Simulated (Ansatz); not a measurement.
# PBE against PBEsol: hypothetical anti-perovskite Mg3SnO, pressure 1.5 GPa

Consider Mg3SnO in the anti-perovskite structure (space group Pm-3m, No. 221; a = 4.391 Å; a hypothetical phase, not in the database extracts checked).

(Cell as relaxed with PBE.)

Levels (all Ansatz, a first-principles code, PAW): PBE (420 eV, without spin-orbit coupling); PBEsol (420 eV, no spin-orbit coupling).

Each level relaxes its own structure.

| base | PBE | PBEsol |
|---|---|---|
| volume per atom | 16.93 Å³ | 16.43 Å³ |
| lattice parameter a | 4.391 Å | 4.347 Å |
| band gap | zero | zero |

It is then changed as follows: a hydrostatic pressure of 1.5 GPa.

| quantity | PBE | PBEsol |
|---|---|---|
| shortest interatomic distance | 2.180 Å | ? |
| band gap | zero | ? |

Task: Given the PBE results, estimate those of PBEsol.

Result: 
- shortest interatomic distance, PBEsol: 2.160 Å
- band gap, PBEsol: zero

PBE's shortest interatomic distance lies 0.0210 Å above PBEsol's (1.0 %); the two agree on the band gap. Neither level is exact; PBEsol is the comparison here, not a measurement.

Load acts through the strain it causes; cell and atoms are relaxed under it. No phonon test of stability was made. The final runs are not spin-polarised. A zero or small gap of Mg3SnO can be the functional's error rather than a property of the material.
